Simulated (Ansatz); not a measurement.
System: Si (Cmcm, No. 63, 12 atoms in the cell; start mp-1095269; another form than the element's usual one). Method: LDA (Ansatz, a program for electronic structure, PAW).

Settings: plane-wave cutoff 520 eV, 10×10×4 k mesh (along the axes of the cell as run), Fermi–Dirac smearing 0.01 eV, scalar-relativistic PAW data made under PBE.

Cell (relaxed at this level):

```cif
data_Si24
_chemical_formula_sum 'Si24'
_space_group_name_H-M_alt 'Cmcm'
_space_group_IT_number 63
_space_group_name_Hall '-C 2c 2'
_cell_length_a 3.79939
_cell_length_b 10.64144
_cell_length_c 12.57057
_cell_angle_alpha 90.000
_cell_angle_beta 90.000
_cell_angle_gamma 90.000
loop_
_space_group_symop_operation_xyz
  'x, y, z'
  '-x, -y, -z'
  '-x, -y, z+1/2'
  'x, y, -z+1/2'
  'x, -y, -z'
  '-x, y, z'
  '-x, y, -z+1/2'
  'x, -y, z+1/2'
  'x+1/2, y+1/2, z'
  '-x+1/2, -y+1/2, -z'
  '-x+1/2, -y+1/2, z+1/2'
  'x+1/2, y+1/2, -z+1/2'
  'x+1/2, -y+1/2, -z'
  '-x+1/2, y+1/2, z'
  '-x+1/2, y+1/2, -z+1/2'
  'x+1/2, -y+1/2, z+1/2'
loop_
_atom_site_label
_atom_site_type_symbol
_atom_site_symmetry_multiplicity
_atom_site_Wyckoff_symbol
_atom_site_fract_x
_atom_site_fract_y
_atom_site_fract_z
_atom_site_occupancy
Si1 Si 8 f 0.00000 0.24293 0.55502 1
Si2 Si 8 f 0.00000 0.57130 0.15723 1
Si3 Si 8 f 0.00000 0.02890 0.59072 1
```
(The calculation used a cell of 12 atoms; values per cell refer to that cell.)

### Question
Give the computed band gap and Γ–Γ gap.

### Answer

- band gap = 0.38 eV (on the SCF k mesh)
- Γ–Γ gap = 1.00 eV

Note: the relaxation could not lower the start's symmetry, so the cell can be a saddle point above a distorted one.

Computed values are for the static lattice.

A start named mp-… is a Materials Project structure, which need not be a measured phase.
